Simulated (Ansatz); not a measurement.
Consider BAs in the zinc blende structure (space group F-43m, No. 216; a = 4.768 Å).

One thing is altered: a hydrostatic pressure of 30 GPa.

Levels (all Ansatz, a quantum-chemistry and plane-wave program, PAW): PBEsol (420 eV, without spin-orbit coupling); PBEsol+SOC (420 eV, spin-orbit coupling included).

The geometry is relaxed with PBEsol.

* **PBEsol lowest conduction level above the VBM at special points**: X 1.13 eV; U 1.85 eV; K 1.85 eV; Γ 3.47 eV
* **PBEsol gap character**: indirect, Γ → a point along ⟨100⟩, about 1.2 Å⁻¹ from Γ
* **PBEsol valence-band top at Γ**: 0.00, 0.00, 0.00 eV

**Question.** Predict the lowest conduction level above the VBM at special points, gap character and valence-band top at Γ from PBEsol+SOC.

**Answer.** The lowest conduction level above the VBM at special points changes from X 1.13 eV; U 1.85 eV; K 1.85 eV; Γ 3.47 eV to X 1.07 eV; U 1.78 eV; K 1.78 eV; Γ 3.24 eV; the gap character remains indirect, Γ → a point along ⟨100⟩, about 1.2 Å⁻¹ from Γ; the valence-band top at Γ (three highest Kramers pairs, from the VBM) becomes 0.00, 0.00, -0.20 eV (PBEsol: 0.00, 0.00, 0.00 eV). The threefold valence maximum splits by Δso ≈ 0.20 eV.

Single points use the geometry relaxed with PBEsol. Differences between runs with and without spin-orbit coupling are approximate. Load acts through the strain it causes; cell and atoms are relaxed under it. Stability against distortions was not tested. Competing high-pressure phases were not computed.
